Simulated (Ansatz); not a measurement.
**Bulk modulus of MgCu₃H (model structure, Pm-3m, No. 221, 5 atoms in the cell) at several levels of theory**

No measured value is used here.

```json
[
 {"level (code)": "LDA (Ansatz)", "value (GPa)": "130", "cell (Å³/atom)": "10.38"},
 {"level (code)": "PBE (Ansatz)", "value (GPa)": "102", "cell (Å³/atom)": "11.34"},
 {"level (code)": "PBEsol (Ansatz)", "value (GPa)": "117", "cell (Å³/atom)": "10.80"},
 {"level (code)": "r²SCAN (Ansatz)", "value (GPa)": "114", "cell (Å³/atom)": "10.93"}
]
```

LDA, PBE, PBEsol, r²SCAN: the run has no spin polarisation, so it can have missed a magnetic state. LDA, PBE, PBEsol, r²SCAN: the bulk modulus is −V dP/dV from two relaxed cells at ±2 % in volume. Each level is taken at its own relaxed cell. Cutoffs differ between the levels. Ansatz's density-functional and Hartree–Fock values are scalar-relativistic unless marked +SOC, with PAW data made under PBE.

A model structure was made by putting elements into a prototype or built by hand; it is no filed structure, need not be a known phase, and can be a saddle point held by its symmetry.

Ansatz is a first-principles code.
